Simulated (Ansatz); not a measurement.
Worked example: self-consistent single point of TcNi (P1, 2 atoms in the cell) in Ansatz (an electronic-structure program).

Method of the run: LDA (PW92), PAW files (plane waves; Ansatz).

The change in words: atoms moved at random. Reference geometry:
```
TcNi
1.0
    2.64487     0.00000     0.00000
   -1.32244     2.29053     0.00000
    0.00000     0.00000     4.18622
Ni Tc
1 1
Direct
  0.00000   0.00000   0.50000
  0.66667   0.33333   0.00000
```

Reference input (self-consistent single point, DFT, LDA (PW92), plane waves, PAW files): kpoints.mp_grid.grid = 19 19 11; hamiltonian.xc = lda; hamiltonian.pseudopotentials = {kind: paw} (an earlier, softer set of the program's PAW files); scf.occupations.method = fermi_dirac; scf.occupations.width = 0.1 eV. This run's input differs from it in these lines:

Ansatz 0.2 input:
```diff
@@ -7,4 +7,4 @@
   atoms:
-    - { symbol: Ni, position: [0.000000, 0.000000, 0.500000] }
-    - { symbol: Tc, position: [0.666667, 0.333333, 0.000000] }
+    - { symbol: Ni, position: [-0.007188, -0.007966, 0.505579] }
+    - { symbol: Tc, position: [0.673855, 0.341299, -0.005579] }
 kpoints:
```

The program printed (abridged):

```
SCF iter   1: F=—  HF=-11054.810678 eV  |F-HF|=—  |Δ(HF+E_count)|=         —  Δρ=6.58e-2  dr2=1.21e0  ethr=3.10e-3  ⟨swp⟩=4.0  Hψ=156481  notcnv=0
all-band conjugate gradients solve this SCF's bands
preconditioner: auto → none
SCF iter   2: F=—  HF=-11054.604577 eV  |F-HF|=—  |Δ(HF+E_count)|=   2.06e-1  Δρ=4.09e-2  dr2=4.79e-1  ethr=3.10e-3  ⟨swp⟩=2.0  Hψ=64099  notcnv=0
   [... lines left out ...]
SCF iter   5: F=—  HF=-11054.506514 eV  |F-HF|=—  |Δ(HF+E_count)|=   5.92e-4  Δρ=9.98e-4  dr2=1.17e-4  ethr=6.64e-6  ⟨swp⟩=2.0  Hψ=57944  notcnv=0
SCF iter   6: F=—  HF=-11054.506494 eV  |F-HF|=—  |Δ(HF+E_count)|=   2.01e-5  Δρ=2.22e-4  dr2=1.18e-5  ethr=3.53e-7  ⟨swp⟩=2.1  Hψ=56800  notcnv=0
SCF iter   7: F=—  HF=-11054.506486 eV  |F-HF|=—  |Δ(HF+E_count)|=   8.51e-6  Δρ=7.32e-5  dr2=1.28e-6  ethr=3.56e-8  ⟨swp⟩=2.0  Hψ=59969  notcnv=0
SCF iter   8: F=-11054.506485 eV  HF=-11054.506485 eV  |F-HF|=4.26e-9  |Δ(HF+E_count)|=   7.10e-8  Δρ=1.11e-5  dr2=8.78e-9  ethr=3.03e-10  ⟨swp⟩=3.5  Hψ=161285  notcnv=0
SCF 1 converged in 8 iterations: F = -11054.506485 eV  dr2 = 8.78e-9
Free energy (F): -11054.506485 eV
Internal energy: -11054.431332 eV  (E = F + TS)
E sigma→0 (E₀):  -11054.468909 eV
Entropy (-TS):   -0.075154 eV (-37.577 meV/atom)
Fermi energy:    20.143454 eV
--- Forces (eV/Å), atoms counted from 1 ---
  atom   1  Ni     0.05867354     0.12453879    -0.35691009
  atom   2  Tc    -0.05867385    -0.12453977     0.35691728
--- Stress (GPa, compression-positive) ---
      -14.534059      -0.269476      -0.084865
       -0.269476     -13.396953      -0.198969
       -0.084865      -0.198968     -12.418924
  P = ⅓ Tr σ = -13.4500 GPa (-134.500 kbar)
  The stress holds the Pulay correction. Without it, at fixed plane waves, as pw.x and ABINIT print it: P = -13.5084 GPa
```

The run converged in 8 iterations. Against the reference run the free energy rises by 5.5 meV/atom, the pressure goes from -13.79 to -13.45 GPa and the largest force goes from 0.000 to 0.383 eV/Å.

The starting cell comes from a database of computed structures (which also holds hypothetical and non-ambient phases and stackings), without a prior relaxation at this level. Its lattice was rescaled by a random factor within 2.5 % of one. For this run, on top of that: atoms moved at random. Spin polarisation is off. With a pressure of about -13 GPa the cell is away from its equilibrium volume at this level. Ansatz's pressure includes its estimate of the finite-basis (Pulay) stress.

Cost on one core of a shared machine: roughly 3 min.
